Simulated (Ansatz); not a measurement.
**Mg, response to strain**

Take Mg in the hcp (Mg type) structure (space group P6_3/mmc, No. 194; a = 3.1952 Å, c = 5.1966 Å; relaxed with 0.1 eV smearing) as the base.

Strains are applied to the cell and any free atomic positions relax.

The values are results of PBE in Ansatz (plane waves to 420 eV, PAW, scalar-relativistic without spin-orbit coupling), not measurements.

Notes on the quantities. energy relative to the base: free energy F.

```tsv
isotropic strain (%)	energy relative to the base (meV/atom)
-3	22.9
-2.5	15.6
-1.5	?
-1	2.4
0	0.0
1	2.3
1.5	5.0
2	8.7
2.5	13.5
```

Problem. Fit ΔE = Aε² + Bε³ (ε in %) to the rows shown and predict the withheld row.

Solution. Least squares on the printed values gives A = 2.33 and B = -0.070 meV/atom (largest residual 0.1 meV/atom); this predicts 5.5 meV/atom, and the run gives 5.5 meV/atom, in agreement.

Whether these cells are dynamically stable was not tested.

Ansatz is a first-principles code.
